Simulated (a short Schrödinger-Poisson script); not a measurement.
Gated Al0.3Ga0.7As/GaAs δ-doped gas

Stack: gated Al0.3Ga0.7As/GaAs δ-doped gas, at 300 K.

| layer | material | thickness (nm) | Na (cm⁻³) |
|---|---|---|---|
| 1 | Al0.3Ga0.7As | 30 | - |
| 2 | Al0.3Ga0.7As | 2 | - |
| 3 | GaAs | 6000 | 3e15 |

The device is made up for the run: typed textbook-type constants, with dimensions and the other settings drawn at random. Al0.3Ga0.7As: permittivity 12.05, conduction-band edge (eV) 0.237, gap (eV) 1.798, electron mass (mₑ) 0.0919, Nv at 300 K (cm⁻³) 9e18. GaAs: permittivity 12.9, conduction-band edge (eV) 0, gap (eV) 1.424, Nv at 300 K (cm⁻³) 9e18.

Channel valleys (confinement mass, in-plane density-of-states mass, number): Γ 0.067, 0.067, 1. At the gate the conduction-band edge of layer 1 lies 0.99 eV − eVg above the Fermi level of the channel; the field vanishes at the back. Sheet of ionised δ-doping: +3e12 e/cm² at 30 nm from the gate. The barrier under the gate holds no holes. Gaps are held at their typed values at every temperature. Mesh 0.08 nm at interfaces.

Solved with a short Schrödinger-Poisson script written for these runs: 1D Poisson equation in equilibrium, electrons quantum, Hartree plus LDA exchange-correlation (BenDaniel-Duke, 40 states a valley, the channel's in-plane mass for all, wave functions free to enter the barrier), parabolic valleys, classical holes, full ionisation, no traps, pinning or gate leakage.

```tsv
Vg (V)	electrons (cm⁻²)	in the channel layer	C (μF/cm²)	Γ E0 (meV)	Γ E1 (meV)
0.5	1.79e12	1.64e12	0.306	-45.7	21.2
0.45	1.69e12	1.57e12	0.304	-42.7	22.9
0.4	1.60e12	1.49e12	0.302	-39.5	24.7
0.35	1.50e12	1.41e12	0.300	-36.3	26.5
0.3	1.41e12	1.32e12	0.299	-33.0	28.4
0.25	1.32e12	1.24e12	0.297	-29.6	30.4
0.2	1.22e12	1.16e12	0.295	-26.0	32.4
0.15	1.13e12	1.08e12	0.293	-22.3	34.5
0.1	1.04e12	9.94e11	0.292	-18.5	36.8
0.05	9.50e11	9.11e11	0.290	-14.5	39.1
0	8.60e11	8.27e11	0.287	-10.4	41.7
-0.05	7.71e11	7.44e11	0.285	-5.9	44.4
-0.1	6.82e11	6.61e11	0.282	-1.2	47.4
-0.15	5.95e11	5.78e11	0.278	3.9	50.7
-0.2	5.09e11	4.96e11	0.273	9.5	54.5
-0.25	4.25e11	4.15e11	0.268	15.7	58.8
-0.3	3.43e11	3.36e11	0.260	22.8	63.9
-0.35	2.64e11	2.59e11	0.250	31.1	70.2
```

Subbands count from the Fermi level.
